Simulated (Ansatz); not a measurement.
AlN in the rock salt structure (space group Fm-3m, No. 225; a cell from a computed database, its experimental status unchecked)

```
AlN
1.0
    0.00000     2.02262     2.02262
    2.02262     0.00000     2.02262
    2.02262     2.02262     0.00000
Al N
1 1
Direct
  0.50000   0.50000   0.50000
  0.00000   0.00000   0.00000
```

Computed with plane-wave PAW DFT at the PBEsol level (Ansatz, a quantum-chemistry and plane-wave program, 420 eV), no spin-orbit coupling. Settings: 14×14×14 k-points, 0.05 eV Fermi–Dirac smearing.

- Volume per atom = 8.27 Å³
- Density = 4.11 g/cm³
- Band gap = 4.55 eV, indirect, Γ → X
- Electron mass = 0.58 mₑ along k, 0.33 mₑ across
- Hole mass (degenerate bands, along [100]) = 0.33, 0.91, 0.91 mₑ
- Lowest conduction-band minima above the VBM = X along ⟨100⟩ 4.55 eV; Γ 5.63 eV; L along ⟨111⟩ 6.04 eV
- Total energy = -452.877 eV/atom (σ→0; compares only within this code and set-up)

Effective masses come from finite differences of ±0.01 Å⁻¹. Along k means along the line from Γ to the band edge. Whether these cells are dynamically stable was not tested. This is not the structure that AlN has at room temperature and ambient pressure.
